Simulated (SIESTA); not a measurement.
A self-consistent single point of HfH2 (P1, 3 atoms in the cell) with SIESTA.

Method of the run: LDA PW92, numerical atomic orbitals DZP, PseudoDojo LDA standard norm-conserving potentials (rewritten from UPF to PSML) in SIESTA 5.4.2.

```
CELL_PARAMETERS angstrom
     -1.73070     1.73070     2.14480
      1.73070    -1.73070     2.14480
      1.73070     1.73070    -2.14480
ATOMIC_POSITIONS crystal
  Hf 0.01080 0.99658 0.00580
  H  0.24281 0.75252 0.50478
  H  0.74638 0.25090 0.48942
```

Reference input (self-consistent single point, DFT, GGA PBEsol, numerical atomic orbitals DZP, PseudoDojo PBEsol standard norm-conserving potentials (rewritten from UPF to PSML)): XC.functional = GGA; XC.authors = PBEsol; potentials = PseudoDojo PBEsol standard; PAO.BasisSize = DZP; PAO.EnergyShift = 0.01 Ry; MeshCutoff = 300 Ry; kgrid.MonkhorstPack = 10 10 11; OccupationFunction = MP; OccupationMPOrder = 0; ElectronicTemperature = 1160.45 K; MaxSCFIterations = 150; SCF.Mixer.Method = Pulay. This run's input differs from it in these lines:

```diff
@@ -1,2 +1,2 @@
-# files in the folder: Hf.psml H.psml (PseudoDojo PBEsol standard)
+# files in the folder: Hf.psml H.psml (PseudoDojo LDA standard)
 SystemName  HfH2
@@ -23,4 +23,4 @@
 
-XC.functional                GGA
-XC.authors                   PBEsol
+XC.functional                LDA
+XC.authors                   PW92
 PAO.BasisSize                DZP
```

Output (repeated stretches shortened):

```
        iscf     Eharris(eV)        E_KS(eV)     FreeEng(eV)     dDmax    Ef(eV) dHmax(eV)
   scf:    1    -1560.856527    -1567.311361    -1567.314111  1.726190 -3.000640  5.673276
   scf:    2    -1567.885250    -1567.603529    -1567.606300  0.038325 -3.106493  4.737348
   scf:    3    -1568.682017    -1568.285113    -1568.288030  0.181922 -3.695873  0.060700
   scf:    4    -1568.285253    -1568.285242    -1568.288167  0.003294 -3.683527  0.036586
   scf:    5    -1568.285281    -1568.285269    -1568.288241  0.002647 -3.685755  0.003523
   scf:    6    -1568.285264    -1568.285267    -1568.288240  0.000234 -3.685047  0.009291
   scf:    7    -1568.285269    -1568.285268    -1568.288242  0.000291 -3.686038  0.002483
   scf:    8    -1568.285269    -1568.285268    -1568.288242  0.000069 -3.686443  0.000197
   scf:    9    -1568.285268    -1568.285268    -1568.288242  0.000007 -3.686479  0.000031
SCF Convergence by DM+H criterion
max |DM_out - DM_in|         :     0.0000068974
max |H_out - H_in|      (eV) :     0.0000311820
SCF cycle converged after 9 iterations

Using DM_out to compute the final energy and forces

siesta: E_KS(eV) =            -1568.2853

siesta: E_KS - E_eggbox =     -1568.2853

siesta: Atomic forces (eV/Ang):
     1    0.191063   -0.390700   -0.079001
     2   -0.211694    0.148219    0.150398
     3    0.017557    0.246345   -0.071851
   Tot   -0.003074    0.003863   -0.000455
   Max    0.390700
   Res    0.197471    sqrt( Sum f_i^2 / 3N )
   Max    0.390700    constrained

Stress tensor Voigt[x,y,z,yz,xz,xy] (kbar):       66.04       81.72       77.57       -3.15       12.81        1.34
(Free)E + p*V (eV/cell)    -1569.4929
Target enthalpy (eV/cell)    -1568.2882

   [... lines left out ...]
siesta: FreeEng =     -1568.288242
   [... lines left out ...]
siesta:     0.041216    0.000838    0.007994
siesta:     0.000838    0.051008   -0.001964
siesta:     0.007994   -0.001964    0.048414

siesta: Cell volume =         25.697619 Ang**3

siesta: Pressure (static):
siesta:                Solid            Molecule  Units
siesta:          -0.00051058         -0.00052612  Ry/Bohr**3
siesta:          -0.04687913         -0.04830644  eV/Ang**3
siesta:         -75.10864769        -77.39544729  kBar
```

The run converged in 9 iterations. Against the reference run the pressure goes from -3.45 to -7.51 GPa and the largest force goes from 0.454 to 0.442 eV/Å.

The starting cell comes from a database of computed structures (which also holds hypothetical and non-ambient phases and stackings), without a prior relaxation at this level. Its atoms were displaced at random from the sites of space group no. 139. Values carry the incompleteness of an atom-centred basis. With a pressure of about -8 GPa the cell is away from its equilibrium volume at this level.
